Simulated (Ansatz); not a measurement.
The starting structures come from a database of crystals and need not be the phases stable at ambient conditions.

Inside the gap of an insulator the Bloch states are evanescent, with a wavenumber k + iκ along the transport direction.

Consider the following.

```
PbSnS3
1.0
    3.82063     0.00000     0.00000
    0.00000     8.61061     0.00000
    0.00000     0.00000    14.02295
Sn Pb S
4 4 12
Direct
  0.75000   0.67063   0.44607
  0.25000   0.32937   0.55393
  0.25000   0.82937   0.94607
  0.75000   0.17063   0.05393
  0.25000   0.01974   0.32556
  0.75000   0.98026   0.67444
  0.75000   0.48026   0.82556
  0.25000   0.51974   0.17444
  0.25000   0.47989   0.39344
  0.75000   0.52011   0.60656
  0.75000   0.02011   0.89344
  0.25000   0.97989   0.10656
  0.25000   0.84574   0.50702
  0.75000   0.15426   0.49298
  0.75000   0.65426   0.00702
  0.25000   0.34574   0.99298
  0.75000   0.79058   0.28402
  0.25000   0.20942   0.71598
  0.25000   0.70942   0.78402
  0.75000   0.29058   0.21598
```

The cell was relaxed by PBE-D3(BJ); by PBEsol it stands under a pressure of -0.8 GPa.

Transport runs along the normal of the first two printed cell vectors.

The gap is the functional's own. No spin-orbit coupling. Mid-gap values are those at the computed energy nearest the middle.

Task: Give the band gap and the smallest decay constant κ at mid-gap that Ansatz (a first-principles code) with PBEsol yields.

Result: Gap 0.78 eV on a 8×4×2 mesh; κ = 0.157 1/Å, at the zone centre.
